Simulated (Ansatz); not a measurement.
Here is the system:

```yaml
crystal:
  lattice:
    - [0.00000, 2.02231, 2.02231]
    - [2.02231, 0.00000, 2.02231]
    - [2.02231, 2.02231, 0.00000]
  atoms:
    - { symbol: Ag, position: [0.00000, 0.00000, 0.00000] }
```

No spin polarisation.

Method: PBE in Ansatz (plane waves to 420 eV, PAW, no SOC). Γ-centred 27×27×27 mesh, Fermi–Dirac width 0.1 eV.

**Question.** What pressure does the calculation give?

**Answer.** 8.6 GPa.

**Question.** What is the computed band gap?

**Answer.** Zero.

The cells carry an imposed strain or load. Stability against distortions was not tested. The cell was made from Ag in the fcc (Cu type) structure (space group Fm-3m, No. 225) by this change: isotropic strain −2.50 %.

Ansatz is a first-principles code.
